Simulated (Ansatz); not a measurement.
GeSe2 (model structure, started from the 2H-MoS2 type, P6₃/mmc, No. 194, 6 atoms in the cell)

Level of theory: PBEsol (Ansatz, a program for electronic structure, PAW).

Numerical settings: plane-wave cutoff 500 eV, 18×18×4 k mesh (along the axes of the cell as run), Fermi–Dirac smearing 0.05 eV, scalar-relativistic PAW data made under PBE.

Cell (relaxed at this level):

```xyz
6
Lattice="3.6485 0.0000 0.0000 -1.8242 3.1597 0.0000 0.0000 0.0000 10.9591" Properties=species:S:1:pos:R:3 pbc="T T T"
Ge     0.0000     2.1064     2.7398
Ge     1.8242     1.0532     8.2193
Se     0.0000     2.1064     6.5709
Se     1.8242     1.0532     1.0913
Se     1.8242     1.0532     4.3882
Se     0.0000     2.1064     9.8678
```

| Property | Value |
|---|---|
| band gap | zero (no gap) |

Note: the relaxation could raise the start's symmetry but not lower it, so the cell can be a saddle point.

Spin–orbit coupling is not included.

The computed numbers hold no vibrational or temperature effects.

Cost on a shared machine: around 4 core-minutes (rough).

A model structure was made by putting elements into a prototype or built by hand; it is no filed structure, need not be a known phase, and can be a saddle point held by its symmetry.
